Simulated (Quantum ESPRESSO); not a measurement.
Troubleshooting Quantum ESPRESSO: a failed run on Nb2AlC (P6_3/mmc, 8 atoms in the cell). The aim is a self-consistent single point with DFT, LDA (PZ), plane waves, GBRV 1.5 ultrasoft (LDA) pseudopotentials.

Input as run:

```fortran
&control
    calculation = 'scf',
    prefix = 'pwscf',
    outdir = './out',
    pseudo_dir = './',
    verbosity = 'high',
    tprnfor = .true.,
    tstress = .true.,
/
&system
    ibrav = 4,
    celldm(1) = 5.90080216,
    celldm(3) = 4.4636532915,
    nat = 9,
    ntyp = 3,
    ecutwfc = 40,
    ecutrho = 320,
    occupations = 'smearing',
    smearing = 'cold',
    degauss = 0.0073499,
/
&electrons
    conv_thr = 1.0e-11,
    mixing_beta = 0.7,
/
ATOMIC_SPECIES
Al    26.9815  al_lda_v1.uspp.F.UPF
Nb    92.9064  nb_lda_v1.uspp.F.UPF
C     12.0110  c_lda_v1.2.uspp.F.UPF
ATOMIC_POSITIONS angstrom
Al    0.00000000    1.80281665   10.45355250
Al    1.56128502    0.90140832    3.48451750
Nb    0.00000000    1.80281665    1.25094178
Nb    1.56128502    0.90140832   12.68712822
Nb    1.56128502    0.90140832    8.21997678
Nb    0.00000000    1.80281665    5.71809322
C     0.00000000    0.00000000    0.00000000
C     0.00000000    0.00000000    6.96903500
K_POINTS automatic
8 8 2  0 0 0
```

Output, abridged:

```
     This program is part of the open-source Quantum ESPRESSO suite
     for quantum simulation of materials; please cite

 %%%%%%%%%%%%%%%%%%%%%%%%%%%%%%%%%%%%%%%%%%%%%%%%%%%%%%%%%%%%%%%%%%%%%%%%%%%%%%
     Error in routine read_cards (9):
     wrong number of columns in ATOMIC_POSITIONS
 %%%%%%%%%%%%%%%%%%%%%%%%%%%%%%%%%%%%%%%%%%%%%%%%%%%%%%%%%%%%%%%%%%%%%%%%%%%%%%

     stopping ...
```

**Question.** From the messages shown, name the fault and mend the input.

**Answer.** The fault is an atom count that does not match the list of atoms; here the program stops on it instead of giving results. To fix it, make the count match the list. The program stopped before any SCF iteration.

The sound input it was made from differs as follows (other fixes are possible):
```diff
-    nat = 9,
+    nat = 8,
```

With that input, the run converged in 16 iterations: free energy E − TS -6925.8333 eV; Fermi level (on the code's own zero) 14.43 eV; pressure -9.66 GPa; largest force (vector length) 0.795 eV/Å (DFT, LDA (PZ), plane waves, GBRV 1.5 ultrasoft (LDA) pseudopotentials).

On the sound input: the starting cell comes from a database of computed structures (which also holds hypothetical and non-ambient phases and stackings), without a prior relaxation at this level. Spin polarisation is off. With a pressure of about -10 GPa the cell is away from its equilibrium volume at this level.
